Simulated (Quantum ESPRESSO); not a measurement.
## σxx against uniaxial strain in fcc Pd (space group 225): C11 (Quantum ESPRESSO, LDA)

```
CELL_PARAMETERS angstrom
      0.00000     1.92303     1.92303
      1.89419     0.00000     1.92303
      1.89419     1.92303     0.00000
ATOMIC_POSITIONS crystal
  Pd 0.00000 0.00000 0.00000
```

Method of the run: LDA (PZ), GBRV 1.5 ultrasoft (LDA) pseudopotentials (plane waves; Quantum ESPRESSO). Settings: ecutwfc = 52 Ry; ecutrho = 416 Ry; occupations = smearing; smearing = fd; degauss = 0.0036749 Ry; potentials = {Pd: pd_lda_v1.4.uspp.F.UPF}; K_POINTS = automatic 38 38 38 0 0 0; conv_thr = 1e-10 Ry; mixing_beta = 0.3. The cell above is the first row's. The rows stretch one cube axis (x) by the strain ε and hold the other two. Stress is positive in tension. In all rows the k mesh is held.

```
ε (%)  σxx (GPa)
-----  ---------
-1.5           ?
-1.0       -2.70
-0.5       -1.28
0.0         0.10
0.5         1.45
1.0         2.76
1.5         4.02
2.0         5.25
```

### Question
Fit σxx against ε with a parabola, and predict the withheld value at ε = -1.5.

### Answer
Least squares gives σxx = 0.104 + 2.7283·ε - 0.0776·ε². Residuals (row less fit): 0.002, 0.000, -0.004, 0.001, 0.005, -0.002, 0.000; standard error 0.004 (degrees of freedom: 4). The slope at ε = 0, 2.7283 GPa per cent, gives C11 ≈ 100 × 2.7283 = 273 GPa, for the static lattice. At the withheld row, σxx = 0.104 + 2.7283 × (-1.5) - 0.0776 × (-1.5)² = -4.163 GPa. The calculation gives -4.16 GPa, which the fit meets to the printed digits. The row lies outside the fitted rows, so this is an extrapolation. From the scatter of the fitted rows alone, a prediction at this place has a standard error of 0.007 GPa, so the miss is 0.4 times that.

Carrying the step between the two nearest rows on in a straight line would have given -4.12, off by 0.04; series whose last step already gives the withheld value aren't shown. The reference cell has the volume at which an earlier scan in this program and functional put its minimum by a fit. The unstrained cell stands at a pressure of -0.10 GPa, and the constants belong to that pressure. Spin polarisation is off. Without a gap such slopes are sensitive to mesh and smearing. Cutoffs and mesh are single choices, not tested for convergence of this quantity. Series with a scatter that would blur these digits, or in which a gap closes, are not shown. Strain series were run only where this level's volume lies within 10 % of a first guess from the measured size.
